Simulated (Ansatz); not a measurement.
Crystal: BaTiO$_{3}$ (P4mm, 5 atoms a cell, 13.1 Å³ an atom, -2 GPa at this level); planes in its conventional cell.

These are r2SCAN (plane waves, PAW; Ansatz, an electronic-structure program) values and carry that method's errors.

No gap correction and no spin-orbit coupling; mid-gap values are interpolated between computed energies.

```csv
plane,area of the cell (Å²),mid-gap κ (1/Å),largest κ in the gap (1/Å)
(100),16.4,0.29,0.30
(110),23.2,…,…
(111),28.1,0.30,…
```

### Question
The slowest decay depends on the direction. Supply the withheld values.

### Answer

- (110), mid-gap κ (1/Å): 0.26
- (110), largest κ in the gap (1/Å): 0.26
- (111), largest κ in the gap (1/Å): 0.31
